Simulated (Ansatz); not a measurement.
For ZnS (model structure, started from the BeO type, P4₂/mnm, No. 136, 8 atoms in the cell), PBE-D3(BJ) (PAW; Ansatz, a quantum-chemistry and plane-wave program) gives:

```
Quantity                              Result
------------------------------  ------------
equilibrium lattice constant a       6.529 Å
c axis length                        3.835 Å
cohesive energy                 3.15 eV/atom
```

What does r²SCAN+rVV10 (Ansatz, PAW) give for the same quantities?


- lattice constant a: 6.515 Å (decreases by 0.2 %)
- lattice parameter c: 3.829 Å (decreases by 0.2 %)
- cohesive energy: 3.29 eV/atom (goes up by 0.14 eV/atom)

Changes are worked out from the printed values.

Unless a cell is named, each level is at its own relaxed cell (PBE-D3(BJ) 20.43, r²SCAN+rVV10 20.32 Å³/atom).

Ansatz's density-functional and Hartree–Fock values are scalar-relativistic unless marked +SOC, with PAW data made under PBE.

A model structure was made by putting elements into a prototype or built by hand; it is no filed structure, need not be a known phase, and can be a saddle point held by its symmetry.
